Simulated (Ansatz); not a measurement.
# Pt under a change: isotropic strain +1.26 %

Consider Pt in the fcc (Cu type) structure (space group Fm-3m, No. 225; a = 3.940 Å).

Now apply this change: the cell is scaled by 1.0126 in all directions, atoms relaxed at fixed cell.

Computed with DFT with r2SCAN, PAW potentials and a 500 eV plane-wave cutoff in Ansatz (an electronic-structure program), scalar-relativistic without spin-orbit coupling. Settings: 20×20×20 k-points, 0.05 eV Fermi–Dirac smearing.

The space group remains Fm-3m (No. 225) and the energy rises by 18 meV/atom. The pressure goes from zero to -9.2 GPa and the band gap stays zero.

No phonon test of stability was made. All final runs are without spin polarisation. Pt lies near a magnetic instability that expansion can trigger; it was not tested.
